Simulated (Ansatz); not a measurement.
An Ansatz (a program for electronic structure) run: WSi2 with a change (uniaxial strain ε_xx = +1.00 %); Ansatz, PBEsol, PAW, cutoff 420 eV, scalar-relativistic without spin-orbit coupling.

Input:

Ansatz 0.2 input:
```yaml
crystal:
  lattice:
    - [-1.6171981067, 1.6011862442, 3.9088506209]
    - [1.6171981067, -1.6011862442, 3.9088506209]
    - [1.6171981067, 1.6011862442, -3.9088506209]
  atoms:
    - { symbol: Si, position: [0.6655246743, 0.6655246743, 0] }
    - { symbol: Si, position: [0.3344753257, 0.3344753257, 0] }
    - { symbol: W, position: [0, 0, 0] }
basis: { ecutwfc: 420, ecutrho_ratio: 4, xc_grid: 2, fft_grid_basis: typed }
kpoints: { mp_grid: { grid: [25, 25, 25] } }
hamiltonian:
  xc: pbesol
  dispersion: none
  pseudopotentials: { kind: paw }
scf: { occupations: { method: fermi_dirac, width: 0.1 }, convergence: { dr2_threshold: 0.0000000003 } }
relax: { f_tol: 0.005, max_steps: 50 }
output: { forces: true, stress: true }
checkpoint: { write: state.ck, write_every: 1000 }
```

Output (explanatory and most iteration lines left out):

```
Relaxation: its limit of steps is 50 (relax.max_steps)
Pseudopotential: Si, paw, valence charge 4
Pseudopotential: W, paw, valence charge 14
Crystal: 3 atoms, lattice volume = 40.487 Å³
Basis set: ecut = 420 eV, 785 PW (Γ), exchange–correlation on 64×64×64 points (8 copies of the dense FFT grid, shifted against one another)
Bands: 15, of which v1, the nominal top of the filled ones, is band 11 counted from 1 (10 counted from 0)
Symmetry: 8 space group operations
Space group: Immm (ITA 71), of the structure as read, at distance tolerance 3.4e-5 Å
k-points: 2197 of 15625
Functional: x = pbesol(κ = 0.804, μ = 0.12345679012345678), c = pbesol(β = 0.046)
SCF iter   1: F=—  HF=-11500.896332 eV  |F-HF|=—  |Δ(HF+E_count)|=         —  Δρ=4.38e-3  dr2=6.43e-3  ethr=1.77e-3  ⟨swp⟩=5.0  Hψ=190748  notcnv=0
SCF iter   2: F=—  HF=-11500.895419 eV  |F-HF|=—  |Δ(HF+E_count)|=   9.13e-4  Δρ=2.26e-3  dr2=1.04e-3  ethr=2.92e-5  ⟨swp⟩=1.0  Hψ=50537  notcnv=0
SCF 1 converged in 7 iterations: F = -11500.895346 eV  dr2 = 9.98e-12
relax step   1: F+E_penalty+E_count = -11500.89534644 eV  Δ(F+E_penalty+E_count) = +0.000e0 eV  max|allowed force component| = 2.338e-2 eV/Å  Δτ_max = 0.0000 Å  (7 SCF iters, accepted)
Crystal: 3 atoms, lattice volume = 40.487 Å³
SCF iter   1: F=—  HF=-11500.895376 eV  |F-HF|=—  |Δ(HF+E_count)|=         —  Δρ=7.97e-5  dr2=4.95e-6  ethr=2.21e-8  ⟨swp⟩=2.0  Hψ=128870  notcnv=0
SCF iter   2: F=—  HF=-11500.895373 eV  |F-HF|=—  |Δ(HF+E_count)|=   2.26e-6  Δρ=4.48e-5  dr2=1.59e-6  ethr=2.21e-8  ⟨swp⟩=1.0  Hψ=32993  notcnv=0
SCF 2 converged in 5 iterations: F = -11500.895373 eV  dr2 = 1.65e-11
relax step   2: F+E_penalty+E_count = -11500.89537276 eV  Δ(F+E_penalty+E_count) = -2.631e-5 eV  max|allowed force component| = 3.237e-3 eV/Å  Δτ_max = 0.0010 Å  (5 SCF iters, accepted)
SCF converged after 5 iterations
Free energy (F): -11500.895373 eV
Internal energy: -11500.884905 eV  (E = F + TS)
E sigma→0 (E₀):  -11500.890139 eV
Entropy (-TS):   -0.010468 eV (-3.489 meV/atom)
Fermi energy:    16.604776 eV
--- Forces (eV/Å), atoms counted from 1 ---
  atom   1  Si    -0.00000000     0.00000000    -0.00323703
  atom   2  Si     0.00000000     0.00000000     0.00323703
  atom   3  W      0.00000000     0.00000000     0.00000000
--- Stress (GPa, compression-positive) ---
       -4.250070       0.000000      -0.000000
        0.000000      -1.254797       0.000000
       -0.000000       0.000000      -0.988935
  P = ⅓ Tr σ = -2.1646 GPa (-21.646 kbar)
--- Relaxed structure (2 steps of the walk, 2 accepted, 0 SCFs on fresh bases) ---
  atoms:
    - { symbol: Si, position: [0.6653982541646432, 0.6653982541646432, 1.1971080237440477e-34] }
    - { symbol: Si, position: [0.33460174583535707, 0.33460174583535707, -1.1847027592492907e-34] }
    - { symbol: W, position: [1.3793314911916896e-36, 1.388050417159923e-37, -1.2405264494756973e-36] }
```

Whether these cells are dynamically stable was not tested. All final runs are without spin polarisation. The cell was made from WSi2 (space group I4/mmm, No. 139) by this change: uniaxial strain ε_xx = +1.00 %.
